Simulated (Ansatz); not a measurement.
Base system: InAs in the zinc blende structure (space group F-43m, No. 216; a = 6.110 Å). Axes: x, y, z lie along the cube axes.

Method: r2SCAN (Ansatz, a program for electronic structure), no SOC.

Before the change:

The valence-band top at Γ comes out as 0.00, 0.00, 0.00 eV. The pressure comes out as 0.00 GPa.

Modification: uniaxial strain ε_zz = −3.00 %, all other strain components held at zero; the atoms relax in the strained cell.

**Question.** What happens to the valence-band top at Γ and pressure?

**Answer.** The valence-band top at Γ (three highest levels, from the VBM) goes from 0.00, 0.00, 0.00 eV to 0.00, -0.15, -0.15 eV; the pressure (mean of the normal stresses, compression positive) goes from zero to 1.84 GPa.

The levels and masses belong to the bands next to the band gap. No phonon test of stability was made.
